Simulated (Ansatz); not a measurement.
We look at the energy of the reaction as written. Reaction: 1/2 cell B + La (P6₃/mmc) → cell A. Negative: the products are lower in energy.

Cell A: a stack of composition La2Al7 built on Al (fcc, Fm-3m) (111), with 7 atoms on that crystal's sites, 9 atoms, hexagonal cell of 2.86 Å (7.1 Å²), symmetry P-3m1 within 0.02 Å, 19.6 Å thick under 16 Å of vacuum, in-plane vectors held at the crystal's, which may strain the added film; planes from bottom to top: La | Al × 7 | La; spin state with PBE: run without spin, k-point mesh 18×18×1.
```xyz
9
Lattice="2.8571 0.0000 0.0000 1.4286 2.4743 0.0000 0.0000 0.0000 35.4211" Properties=species:S:1:pos:R:3 pbc="T T T"
Al     0.0000     0.0000    10.7330
Al     1.4286     0.8248    13.0636
Al     2.8571     1.6496    15.3741
Al     0.0000     0.0000    17.7106
Al     1.4286     0.8248    20.0470
Al     2.8571     1.6496    22.3575
Al     0.0000     0.0000    24.6882
La     1.4286     0.8248    27.5032
La     2.8571     1.6496     7.9180
```

Cell B: a slab of composition La2Al14 built on Al (fcc, Fm-3m) (111), with 14 atoms on that crystal's sites, 16 atoms, oblique cell of 5.71 × 2.86 Å (14.1 Å²), symmetry P2/m within 0.02 Å, 19.1 Å thick under 16 Å of vacuum, in-plane vectors held at the crystal's; planes from bottom to top: La | Al × 2 | Al2 × 5 | Al × 2 | La; foreign atoms: two times La bound to 2 Al at 3.08 Å; spin state with PBE: run without spin, k-point mesh 9×18×1.
```
Al7La
1.0
    5.71423     0.00000     0.00000
    1.42856     2.47433     0.00000
    0.00000     0.00000    35.42114
Al La
14 2
Direct
  0.05486   0.94514   0.30744
  0.17381   0.32619   0.37126
  0.83374   0.66626   0.43333
  0.00000   0.00000   0.50000
  0.16626   0.33374   0.56667
  0.82619   0.67381   0.62874
  0.94514   0.05486   0.69256
  0.56089   0.93911   0.29393
  0.66204   0.33796   0.36518
  0.33892   0.66108   0.43476
  0.50000   0.00000   0.50000
  0.66108   0.33892   0.56524
  0.33796   0.66204   0.63482
  0.43911   0.06089   0.70607
  0.92532   0.57468   0.76946
  0.07468   0.42532   0.23054
```

Reference: La (P6₃/mmc), 4 atoms in the cell, k-point mesh 18×18×6 on the run's own vectors. Conventional cell: a = b = 3.7694 Å, c = 12.1134 Å, α = β = 90.00°, γ = 120.00°.

All numbers come from Ansatz (a quantum-chemistry and plane-wave program), plane waves with PAW, its PAW set soft_1, cutoff 420 eV, 500 eV for r2SCAN. The structures are at rest with PBE, within the held lattices; other levels are single points on them. Neutral cells; Fermi-Dirac smearing of at most 0.10 eV in the solids, energies taken to zero width. The lattices are those relaxed with PBE or held as stated, so at other levels the solids can be strained, which adds to the spread. A dispersion term (D3(BJ), or D4 for r2SCAN) was computed beside these levels and is taken off wherever the name lacks it. Space groups of crystals are read within 0.01 Å. Nuclei at rest; no vibrational terms. No structure search was made; lower ones may exist. The runs are scalar-relativistic, without spin-orbit coupling. No correction for cell size. Cell A has symmetry P-3m1 within 0.02 Å and got no random move, so less symmetric positions, which may lie lower, weren't tried. Cell B has symmetry P2/m within 0.02 Å and got no random move, so less symmetric positions, which may lie lower, weren't tried.

**Question.** What is the computed value (PBE)?

**Answer.** 1.80 eV, for 1/2 cell B + La (P6₃/mmc) → cell A.

**Question.** List the value at the remaining levels and say how far they part.

**Answer.** 
```tsv
Level	value (eV)	less PBE
r2SCAN	1.69	-0.11
```

The levels shown span 0.11 eV, from r2SCAN (1.69) to PBE (1.80).
